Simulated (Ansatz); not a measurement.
# Response to strain in BaTiO3

Base system: BaTiO$_{3}$ (space group R3m, No. 160; a = 5.6802 Å, c = 6.9948 Å (hexagonal axes)). Axes: x lies along a and z along c of the hexagonal cell.

Strains are applied to the cell and any free atomic positions relax; under biaxial strain the out-of-plane vector relaxes too.

Level of theory: Ansatz (a program for electronic structure), r2SCAN, PAW, cutoff 500 eV, without spin-orbit coupling, earlier PAW set.

Notes on the quantities. pressure: mean of the normal stresses, compression positive.

| case | smallest direct gap | gap character | pressure |
|---|---|---|---|
| base | 3.24 eV | indirect, T → Γ | 0.00 GPa |
| biaxial strain −0.66 %, plane normal [001], relaxed out of plane | ___ | indirect, T → Γ | 1.49 GPa |
| biaxial strain +0.40 %, plane normal [001], relaxed out of plane | 3.28 eV | indirect, T → Γ | -0.84 GPa |
| uniaxial strain ε_xx = +5.80 % | 3.47 eV | indirect, M → A–Γ (70 % along) | ___ |
| tensor shear ε_yz = −2.45 % | 3.02 eV | indirect, M → Γ | 0.46 GPa |

Task: What belongs in the blanks?

Result: 
- biaxial strain −0.66 %, plane normal [001], relaxed out of plane, smallest direct gap: 3.16 eV
- uniaxial strain ε_xx = +5.80 %, pressure: -5.33 GPa

Stability against distortions was not tested. The final runs are not spin-polarised. This is not the structure that BaTiO3 has at room temperature and ambient pressure. Labels are those of the standard path for the cell's own space group.
